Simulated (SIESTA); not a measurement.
Input and output of a relaxation of cell and atoms for AgS2Au2 (Pc, 10 atoms in the cell) (SIESTA).

Method: LDA PW92, numerical atomic orbitals DZP, PseudoDojo LDA standard norm-conserving potentials (rewritten from UPF to PSML) (SIESTA).

```yaml
crystal:
  lattice:
    - [7.18355, 0.00000, 0.00000]
    - [0.00000, 4.38989, 0.00000]
    - [-0.11542, 0.00000, 7.06829]
  atoms:
    - { symbol: Ag, position: [0.40214, 0.23690, 0.35400] }
    - { symbol: Ag, position: [0.40214, 0.76310, 0.85400] }
    - { symbol: S, position: [0.02746, 0.82958, 0.00561] }
    - { symbol: S, position: [0.02746, 0.17042, 0.50561] }
    - { symbol: S, position: [0.45062, 0.73592, 0.50978] }
    - { symbol: S, position: [0.45062, 0.26408, 0.00978] }
    - { symbol: Au, position: [0.75299, 0.10404, 0.00007] }
    - { symbol: Au, position: [0.75299, 0.89596, 0.50007] }
    - { symbol: Au, position: [0.99179, 0.50099, 0.25554] }
    - { symbol: Au, position: [0.99179, 0.49901, 0.75554] }
```

Reference input (self-consistent single point, DFT, LDA PW92, numerical atomic orbitals DZP, PseudoDojo LDA standard norm-conserving potentials (rewritten from UPF to PSML)): XC.functional = LDA; XC.authors = PW92; potentials = PseudoDojo LDA standard; PAO.BasisSize = DZP; PAO.EnergyShift = 0.005 Ry; MeshCutoff = 300 Ry; kgrid.MonkhorstPack = 3 5 3; OccupationFunction = FD; ElectronicTemperature = 0.1 eV; MaxSCFIterations = 150; SCF.Mixer.Method = Pulay; SCF.Mixer.Weight = 0.25. This run's input differs from it in these lines:

```diff
@@ -50,2 +50,8 @@
 Diag.ParallelOverK           true
+MD.TypeOfRun                 FIRE
+MD.Steps                     40
+MD.MaxForceTol               0.02 eV/Ang
+MD.VariableCell              true
+MD.MaxStressTol              0.05 GPa
+Target.Pressure              -2 GPa
 WriteForces                  true
```

Log, with long lists cut:

```
        iscf     Eharris(eV)        E_KS(eV)     FreeEng(eV)     dDmax    Ef(eV) dHmax(eV)
   scf:    1   -25528.670939   -25644.932987   -25645.131184  1.026567 -2.530142 20.631421
   scf:    2   -25687.589170   -25685.893983   -25686.013499  0.509031 -3.881874  9.567432
   scf:    3   -25686.636085   -25690.184729   -25690.406077  0.427257 -4.260114  3.494355
   scf:    4   -25691.211451   -25691.270972   -25691.473455  0.072368 -4.395530  0.894116
   scf:    5   -25691.365968   -25691.344089   -25691.554930  0.040002 -4.463857  0.318716
   [... 6 lines left out ...]
   scf:   12   -25691.358475   -25691.358473   -25691.570064  0.000083 -4.546833  0.000125
   scf:   13   -25691.358473   -25691.358473   -25691.570064  0.000016 -4.546864  0.000079
   scf:   14   -25691.358473   -25691.358473   -25691.570064  0.000011 -4.546886  0.000021
   scf:   15   -25691.358473   -25691.358473   -25691.570064  0.000002 -4.546890  0.000005
SCF Convergence by DM+H criterion
max |DM_out - DM_in|         :     0.0000015488
max |H_out - H_in|      (eV) :     0.0000049461
SCF cycle converged after 15 iterations

Using DM_out to compute the final energy and forces

siesta: E_KS(eV) =           -25691.3585

siesta: E_KS - E_eggbox =    -25691.3585

siesta: Atomic forces (eV/Ang):
     1   -0.105531   -0.038825    0.030922
   [... lines left out ...]
siesta: Pressure (static):        -36.96708919  kBar
siesta: Pressure (total):        -36.96708919  kBar
No target stress found, assuming hydrostatic MD.TargetPressure.
Target stress (kBar)
outcell: Cell volume (Ang**3)        :    202.4636
        iscf     Eharris(eV)        E_KS(eV)     FreeEng(eV)     dDmax    Ef(eV) dHmax(eV)
siesta: Pressure (static):        -19.88677954  kBar
siesta: Pressure (total):        -19.88677954  kBar
outcell: Cell volume (Ang**3)        :    202.4636
siesta: FreeEng =    -25692.204972
   [... lines left out ...]

              0.151   0.121   0.134
   9 18.894   1.994   1.274  -0.373   1.993   1.994   1.998   0.254   0.223
              0.160   1.773   1.605   1.789   1.791   1.767   0.137   0.141

              0.112   0.126   0.137
  10 18.894   1.994   1.274  -0.373   1.993   1.994   1.998   0.254   0.223
              0.160   1.773   1.605   1.789   1.791   1.767   0.137   0.141

              0.112   0.126   0.137

mulliken: Qtot =      138.000

Mulliken Atomic Populations:
Atom #   charge [q] valence [e]  Species
     1    -0.034683   19.034683  Ag
     2    -0.034683   19.034683  Ag
     3    -0.048977    6.048977  S
     4    -0.048977    6.048977  S
     5    -0.042449    6.042449  S
     6    -0.042449    6.042449  S
     7     0.019963   18.980037  Au
     8     0.019962   18.980038  Au
     9     0.106147   18.893853  Au
    10     0.106146   18.893854  Au
 Total    -0.000000
```

The relaxation ended unconverged. 

The starting cell comes from a database of computed structures (which also holds hypothetical and non-ambient phases and stackings), without a prior relaxation at this level. Its lattice was rescaled by a random factor within 2.5 % of one. Values carry the incompleteness of an atom-centred basis.

Cost on one core of a shared machine: roughly 20 min.
